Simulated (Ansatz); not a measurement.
**Ti3Al (P6₃/mmc, No. 194): properties by level of theory**

| level (code) | lattice parameter a (Å) | c axis length (Å) | cohesive energy (eV/atom) |
|---|---|---|---|
| LDA (Ansatz) | 5.616 | 4.566 | 6.14 |
| PBE-D3(BJ) (Ansatz) | 5.660 | 4.587 | 5.66 |
| r²SCAN (Ansatz) | 5.748 | 4.632 | 4.71 |
| r²SCAN+rVV10 (Ansatz) | 5.735 | 4.622 | 4.92 |

Ansatz's density-functional and Hartree–Fock values are scalar-relativistic unless marked +SOC, with PAW data made under PBE.

The crystal itself was run without spin with LDA, PBE-D3(BJ), r²SCAN, r²SCAN+rVV10; a magnetic state was not tried in these runs.

Free atoms are spin-polarised, in the lowest state found; at levels without +SOC their spin–orbit coupling is left out.

Static lattice: no zero-point or thermal effects.

Ansatz is an electronic-structure program.
